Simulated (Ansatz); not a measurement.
Base system: BAs in the zinc blende structure (space group F-43m, No. 216; a = 4.768 Å).

Computed with DFT with PBEsol, PAW potentials and a 420 eV plane-wave cutoff in Ansatz (a quantum-chemistry and plane-wave program), scalar-relativistic without spin-orbit coupling.

Base values:

```
Item                            Result
-----------------------------  -------
Lattice parameter a            4.768 Å
Width of the top valence band  5.27 eV
```

The change: a hydrostatic pressure of 0.9 GPa.

**Question.** How does this affect the lattice parameter a?

**Answer.** The lattice parameter a drops by 0.010 Å, from 4.768 Å to 4.758 Å.

**Question.** Predict the new width of the top valence band.

**Answer.** The width of the top valence band increases by 0.04 eV to 5.31 eV.

The levels and masses belong to the bands next to the band gap. Load acts through the strain it causes; cell and atoms are relaxed under it. Stability against distortions was not tested.
